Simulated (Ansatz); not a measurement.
Given:

End structure of the (100) surface of rock-salt TiN, Sc on all Ti sites of the second plane (bottom of the slab: a bare face, its two planes held):

```xyz
12
Lattice="3.0030 0.0000 0.0000 0.0000 3.0030 0.0000 0.0000 0.0000 27.0000" Properties=species:S:1:pos:R:3 pbc="T T T"
N      0.0000     0.0000     8.1314
Ti     1.5015     1.5015     8.1314
N      1.5015     1.5015    10.2548
Ti     0.0000     0.0000    10.2548
N      0.0000     0.0000    12.3926
Ti     1.5015     1.5015    12.3773
N      1.5015     1.5015    14.4724
Ti     0.0000     0.0000    14.5140
N      0.0000     0.0000    16.7475
Sc     1.5015     1.5015    16.6700
N      1.5015     1.5015    18.9523
Ti     0.0000     0.0000    18.7663
```

Slab: 12 atoms, 10.7 Å thick at the start with caps and adatoms (thin: gaps and levels are the slab's own); k 12x12x1, smearing 0.1 eV, dipole-corrected; 4 atoms held, the rest relaxed; held to the start's symmetry, so lower structures may exist; no spin, no spin-orbit, no U. In PBE it lies 0.27 eV a 1x1 cell over the lowest computed structure of the same composition (Sc on all Ti sites of the top plane).

Task: What work function of the top face does Ansatz (a quantum-chemistry and plane-wave program) with PBE give?

Result: 2.93 eV
